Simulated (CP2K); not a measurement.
## What each level gives and costs: TiPd (Pm-3m, 2 atoms in the cell)

```
TiPd
1.0
    3.14089     0.00000     0.00000
    0.00000     3.14089     0.00000
    0.00000     0.00000     3.14089
Ti Pd
1 1
Cartesian
  1.57044   1.57044   1.57044
  0.00000   0.00000   0.00000
```

Program: CP2K, GTH-PBE potentials (GTH_POTENTIALS); each row names its functional.

Base settings: CUTOFF = 600 Ry; REL_CUTOFF = 40 Ry; SMEAR/METHOD = MARZARI_VANDERBILT; SIGMA = 0.1 eV; KPOINTS/SCHEME = MONKHORST-PACK 7 7 7; XC_FUNCTIONAL = PBE:PBESOL; Ti/BASIS_SET = DZVP-MOLOPT-SR-GTH-q12; Ti/POTENTIAL = GTH-PBE-q12; Pd/BASIS_SET = DZVP-MOLOPT-SR-GTH-q18; Pd/POTENTIAL = GTH-PBE-q18.

Differences are taken from SCAN, a reference of convenience: it is no measurement, and no ranking of the functionals follows.

Core times come from one kind of shared machine and are given to one figure; runs under 30 s give none.

The starting cell comes from a database of published, mostly measured structures (it also holds non-ambient and calculated ones), without a prior relaxation at this level. Its lattice was rescaled by a random factor within 2.5 % of one. Spin polarisation is off. Values carry the incompleteness of an atom-centred basis. The potentials were made for another functional than the one used.

| level | pressure less reference (GPa) | core time / reference (rough) |
|---|---|---|
| LDA (Pade form) | -9.05 | 0.4 |
| PBEsol | -0.53 | 0.3 |
| SCAN | 0.00 | 1 |

Cheapest choice that gives the pressure within 1 GPa of SCAN: PBEsol, off by 0.53 GPa; it needs about 0.3 of the reference's time.
